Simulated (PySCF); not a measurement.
PySCF 2.14.0, TPSSH/def2-svp, df: Ge(H)3(NMe2) (C[N](C)[GeH3]), 13 atoms. The geometry is a generated start, not checked to be a minimum at this level.

task: energy
method: tpssh
basis: def2-svp
two-electron scheme: density fitting
mol.max_memory: 3000 MB
mf.max_cycle: 100
mf.diis_space: 8 (default)
mf.conv_tol: 1e-09 (default)
mf.grids.level: 3 (default)
basis functions: 119
grid points: 151056

```xyz
13

Ge     1.6165    -0.4859     0.1317
N     -0.0782     0.1697     0.2493
C     -1.1662    -0.7471     0.5063
C     -0.4827     1.2666    -0.6005
H      1.9445    -1.3651    -1.0579
H      1.8037    -1.2923     1.3766
H      2.5045     0.7154     0.0911
H     -1.9985    -0.2074     0.9702
H     -1.5428    -1.2292    -0.4082
H     -0.8281    -1.5222     1.1936
H     -0.8073     0.9375    -1.5990
H     -1.3163     1.8009    -0.1344
H      0.3508     1.9591    -0.7189
```

With the defaults (mf.DIIS = CDIIS, mf.diis = true, mf.level_shift = 0, newton = off, mf.init_guess = minao, mf.damp = 0, mf.diis_start_cycle = 1, mf.diis_damp = 0) it converges in 11 Fock builds. One run each on 2 threads, 1 BLAS thread, with these changes:
- mf.level_shift = 1 Hartree
- mf.diis_damp = 0.3
- mf.DIIS = ADIIS
- newton = Hessian by the SCF's own integrals
- mf.level_shift = 0.3 Hartree
- mf.init_guess = huckel
- mf.diis = false
- mf.DIIS = EDIIS
- mf.diis = false, mf.damp = 0.7, mf.diis_start_cycle = 999

Which of these changes keep the SCF from converging, or lead it to another solution?

No convergence: mf.DIIS = EDIIS; mf.diis = false (the run ends without SCF convergence in 100 cycles). The rest reach the solution of the defaults.

```json
[
 {"setting": "the defaults", "Fock builds": "11", "end": "same solution"},
 {"setting": "mf.diis_damp = 0.3", "Fock builds": "11", "end": "same solution"},
 {"setting": "mf.init_guess = huckel", "Fock builds": "13", "end": "same solution"},
 {"setting": "mf.level_shift = 0.3 Hartree", "Fock builds": "14", "end": "same solution"},
 {"setting": "mf.DIIS = ADIIS", "Fock builds": "16", "end": "same solution"},
 {"setting": "newton = Hessian by the SCF's own integrals", "Fock builds": "23", "end": "same solution"},
 {"setting": "mf.diis = false, mf.damp = 0.7, mf.diis_start_cycle = 999", "Fock builds": "27", "end": "same solution"},
 {"setting": "mf.level_shift = 1 Hartree", "Fock builds": "35", "end": "same solution"},
 {"setting": "mf.DIIS = EDIIS", "Fock builds": "101", "end": "no convergence"},
 {"setting": "mf.diis = false", "Fock builds": "101", "end": "no convergence"}
]
```

Under newton the count holds the products with the orbital Hessian.
